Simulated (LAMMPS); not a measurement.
MD of Pt (fcc) at zero pressure, 4000 atoms, as a crystal; each row is its own run.

Level of theory: classical MD, pair style eam, the elements' _u3.eam files (universal-3 set of Foiles, Baskes and Daw); code LAMMPS.

```csv
T (K),enthalpy (eV/atom)
200,-5.7179
300,-5.6915
1220,-5.4338
1530,-5.3375
1840,-5.2215
```

**Question.** Fit a straight line, y = a + b x, to these rows (x is the first column, y the second) and predict the run at x = 920.

**Answer.** Least squares gives a = -5.7822 and b = 0.0002964. At x = 920 the fit predicts -5.5095 eV/atom. The run itself gave -5.5214 ± 0.0002 eV/atom, so the fit is 12 meV/atom high.

Caution (row 1840): this crystal lies over the melting point of about 1540 K that EAM-type universal-3 set of Foiles, Baskes and Daw gives, so it is superheated.
